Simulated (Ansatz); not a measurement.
Ansatz (an electronic-structure program) run on Cu₂Te (P6/mmm, 6 atoms in the cell): relaxation of cell and atoms.

Method: PBEsol, PAW files made with PBE (plane waves; Ansatz).

```yaml
crystal:
  lattice:
    - [4.37244, 0.00000, 0.00000]
    - [-2.18622, 3.78665, 0.00000]
    - [0.00000, 0.00000, 8.65900]
  atoms:
    - { symbol: Cu, position: [0.66667, 0.33333, 0.15195] }
    - { symbol: Cu, position: [0.33333, 0.66667, 0.84805] }
    - { symbol: Cu, position: [0.33333, 0.66667, 0.15195] }
    - { symbol: Cu, position: [0.66667, 0.33333, 0.84805] }
    - { symbol: Te, position: [0.00000, 0.00000, 0.26619] }
    - { symbol: Te, position: [0.00000, 0.00000, 0.73381] }
```

Reference input (self-consistent single point, DFT, PBEsol, plane waves, PAW files made with PBE): kpoints.mp_grid.grid = 7 7 3; hamiltonian.xc = pbesol; hamiltonian.pseudopotentials = {kind: paw} (an earlier, softer set of the program's PAW files); scf.occupations.method = gaussian; scf.occupations.width = 0.136 eV. This run's input differs from it in these lines:

```diff
@@ -19,2 +19,4 @@
   occupations: { method: gaussian, width: 0.136 }
+relax:
+  cell: {}
 output:
```

Output, abridged:

```
   [... SCF lines of the steps left out ...]
relax step   1: F+E_penalty+E_count = -40157.19448777 eV  Δ(F+E_penalty+E_count) = +0.000e0 eV  max|allowed force component| = 5.591e-1 eV/Å  Δτ_max = 0.0000 Å  P = -5.562 GPa  Ω = 143.366 Å³  (12 SCF iters, dr2 threshold 1.00e-7 eV, accepted)
relax step   2: F+E_penalty+E_count = -40157.41618647 eV  Δ(F+E_penalty+E_count) = -2.217e-1 eV  max|allowed force component| = 4.203e-1 eV/Å  Δτ_max = 0.1436 Å  P = +0.227 GPa  Ω = 135.578 Å³  energy of the carried Pulay correction = +3.168e-3 eV  [...]
   [... lines left out ...]
relax step   6: F+E_penalty+E_count = -40157.47286169 eV  Δ(F+E_penalty+E_count) = -2.024e-4 eV  max|allowed force component| = 1.077e-3 eV/Å  Δτ_max = 0.0060 Å  P = -0.007 GPa  Ω = 132.529 Å³  energy of the carried Pulay correction = +4.458e-3 eV  [...]
relax step   7: F+E_penalty+E_count = -40157.46818354 eV  Δ(F+E_penalty+E_count) = +4.678e-3 eV  max|allowed force component| = 1.341e-3 eV/Å  Δτ_max = 0.0000 Å  P = -0.007 GPa  Ω = 132.529 Å³  stress off target by 1.24e-2 GPa  SCF on the basis [...]
basis re-selected at this cell: Δ(F+E_penalty+E_count) = +4.678e-3 eV, ΔP = +0.001 GPa vs the last step
the relaxation is at rest under the 24 symmetry operations that the run kept from its start: a minimum is not shown …
Free energy (F): -40157.468184 eV
Internal energy: -40157.449453 eV  (E = F + TS)
E sigma→0 (E₀):  -40157.458818 eV
Entropy (-TS):   -0.018730 eV (-3.122 meV/atom)
Fermi energy:    9.680983 eV
--- Forces (eV/Å), atoms counted from 1 ---
  atom   1  Cu    -0.00000000     0.00000000     0.00082781
   [... lines left out ...]
  cell:  # Å, volume = 132.5288 Å³
   [... lines left out ...]
    - { symbol: Cu, position: [0.33333333333333326, 0.6666666666666665, 0.14482607578979806] }
    - { symbol: Cu, position: [0.6666666666666666, 0.33333333333333326, 0.8551739242102018] }
    - { symbol: Te, position: [-1.4541596327462414e-34, -2.0273794103253123e-34, 0.26193625495105877] }
    - { symbol: Te, position: [1.1101414194440465e-35, 5.156749022778664e-35, 0.7380637450489411] }
```

The run converged. 

Summary of the result:
* **Free energy E − TS (on the zero of these files)**: -40157.4682 eV
* **Fermi level (on the code's own zero)**: 9.68 eV
* **Pressure**: -0.01 GPa
* **Largest force (vector length)**: 0.001 eV/Å
* **Final cell**: a = b = 4.2106 Å, c = 8.6316 Å, α = β = 90.00°, γ = 120.00°
* **Final volume per atom**: 22.09 Å³
* **Relaxation steps**: 7

The starting cell comes from a database of computed structures (which also holds hypothetical and non-ambient phases and stackings), without a prior relaxation at this level. Its lattice was rescaled by a random factor within 2.5 % of one. Spin polarisation is off. The relaxation keeps the symmetry of its start, so its end need not be a minimum. Ansatz's pressure includes its estimate of the finite-basis (Pulay) stress. The run gives no clean gap (levels at the Fermi energy touch, overlap or are partly filled at this smearing), which alone does not show that the compound is a metal.

Cost on one core of a shared machine: roughly 70 s.

Keys are those of Ansatz 0.2.
